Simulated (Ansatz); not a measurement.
**Response to strain in hypothetical ReO3 type LuI3**

Base system: LuI₃ in the ReO3 type structure (space group Pm-3m, No. 221; a = 5.844 Å; a hypothetical phase, not in the database extracts checked). Axes: x, y, z lie along the cube axes.

Strains are applied to the cell and any free atomic positions relax; under biaxial strain the out-of-plane vector relaxes too; under stress the whole cell relaxes.

All numbers come from plane-wave PAW DFT at the PBEsol level (Ansatz, a program for electronic structure, 420 eV), spin-orbit coupling left out.

Notes on the quantities. energy relative to the base: free energy F; pressure: mean of the normal stresses, compression positive.

```json
[
 {"variant": "base", "energy relative to the base": "0 meV/atom", "smallest direct gap": "2.66 eV", "band gap": "2.16 eV", "volume per atom": "49.89 Å³", "pressure": "0.00 GPa"},
 {"variant": "biaxial strain −4.69 %, plane normal [001], relaxed out of plane", "energy relative to the base": "+58 meV/atom", "smallest direct gap": "2.36 eV", "band gap": "1.87 eV", "volume per atom": "45.76 Å³", "pressure": "2.99 GPa"},
 {"variant": "biaxial strain +4.68 %, plane normal [001], relaxed out of plane", "energy relative to the base": "+42 meV/atom", "smallest direct gap": "2.63 eV", "band gap": "2.16 eV", "volume per atom": "54.23 Å³", "pressure": "-1.69 GPa"},
 {"variant": "biaxial strain −1.70 %, plane normal [110], relaxed out of plane", "energy relative to the base": "+4.5 meV/atom", "smallest direct gap": "2.52 eV", "band gap": "2.08 eV", "volume per atom": "48.87 Å³", "pressure": "0.58 GPa"},
 {"variant": "uniaxial strain ε_xx = +0.55 %", "energy relative to the base": "+0.3 meV/atom", "smallest direct gap": "2.65 eV", "band gap": "2.15 eV", "volume per atom": "50.17 Å³", "pressure": "-0.14 GPa"},
 {"variant": "uniaxial strain ε_yy = −2.46 %", "energy relative to the base": "+6.8 meV/atom", "smallest direct gap": "2.58 eV", "band gap": "2.09 eV", "volume per atom": "48.66 Å³", "pressure": "0.73 GPa"},
 {"variant": "uniaxial strain ε_zz = −2.10 %", "energy relative to the base": "+4.9 meV/atom", "smallest direct gap": "2.60 eV", "band gap": "2.10 eV", "volume per atom": "48.84 Å³", "pressure": "0.61 GPa"},
 {"variant": "uniaxial strain ε_zz = −1.48 %", "energy relative to the base": "+2.4 meV/atom", "smallest direct gap": "2.62 eV", "band gap": "2.12 eV", "volume per atom": "49.15 Å³", "pressure": "0.42 GPa"},
 {"variant": "tensor shear ε_xy = +0.47 %", "energy relative to the base": "+0.1 meV/atom", "smallest direct gap": "2.63 eV", "band gap": "2.15 eV", "volume per atom": "49.89 Å³", "pressure": "0.00 GPa"},
 {"variant": "uniaxial stress, 5 GPa compression along z", "energy relative to the base": "+40 meV/atom", "smallest direct gap": "2.46 eV", "band gap": "2.00 eV", "volume per atom": "47.57 Å³", "pressure": "–"}
]
```

With I present, leaving out spin-orbit coupling can change the band edges. Stability under load was not tested beyond the relaxation.
